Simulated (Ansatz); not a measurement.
# What O → C does to SrTiO3

Take SrTiO3 in the cubic perovskite structure (space group Pm-3m, No. 221; a = 3.907 Å) as the base.

Now apply this change: full substitution O → C; the structure is relaxed again.

Calculations: plane-wave PAW DFT at the r2SCAN level (Ansatz, a quantum-chemistry and plane-wave program, 500 eV), scalar-relativistic without spin-orbit coupling. Settings: 11×11×11 k-points, 0.05 eV Fermi–Dirac smearing, for the changed cell.

```yaml
volume_per_atom: 14.16 Å³ (base 11.93 Å³)
density: 4.02 g/cm³ (base 5.11 g/cm³)
lattice_parameter_a: 4.137 Å (base 3.907 Å)
space_group: Pm-3m (No. 221) (base Pm-3m (No. 221))
shortest_interatomic_distance: 2.068 Å (base 1.953 Å)
band_gap: zero (base 2.26 eV)
```

Final structure:

```yaml
crystal:
  lattice:
    - [4.13679, 0.00000, 0.00000]
    - [0.00000, 4.13679, 0.00000]
    - [0.00000, 0.00000, 4.13679]
  atoms:
    - { symbol: Sr, position: [0.00000, 0.00000, 0.00000] }
    - { symbol: Ti, position: [0.50000, 0.50000, 0.50000] }
    - { symbol: C, position: [0.00000, 0.50000, 0.50000] }
    - { symbol: C, position: [0.50000, 0.50000, 0.00000] }
    - { symbol: C, position: [0.50000, 0.00000, 0.50000] }
```

No phonon test of stability was made. As relaxed here, SrTiC3 is a hypothetical phase, not in the database extracts checked. The final runs are not spin-polarised. Many cubic perovskites are stable only at high temperature; tilts and polar distortions were not tested. SrTiC3 has a high density of states at the Fermi level and may be magnetic at this level.
